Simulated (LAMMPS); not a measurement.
Size effects in liquid Cu (fcc) at 1490 K and zero pressure.

All values are model results, not measurements: classical MD, pair style eam, the elements' _smf7.eam files (smf7); code LAMMPS.

| atoms | volume | first peak of g(r) | D(Cu) | viscosity | rough cost (core-seconds per simulated ps) |
|---|---|---|---|---|---|
| 108 | 13.683 ± 0.003 Å³/atom | 2.52 Å, height 2.7 | (3.5 ± 0.2) × 10^-5 cm²/s | 3.0 ± 0.1 mPa s | 0.05 |
| 256 | 13.725 ± 0.004 Å³/atom | 2.49 Å, height 2.7 | (4.1 ± 0.3) × 10^-5 cm²/s | - | 0.10 |
| 4000 | 13.738 ± 0.001 Å³/atom | 2.49 Å, height 2.6 | (4.86 ± 0.08) × 10^-5 cm²/s | 2.9 ± 0.3 mPa s | 1.6 |
| 16384 | 13.7338 ± 0.0010 Å³/atom | 2.49 Å, height 2.7 | (4.86 ± 0.09) × 10^-5 cm²/s | - | 14 |

Periodic images slow diffusion in small cells, by a term that falls as 1/L. Costs are rough.

Errors of D are the spread over four groups of atoms in one short run; a floor of about 5 %, a picked value, is safer.

The ± values are statistical; the model's systematic error is not in them.
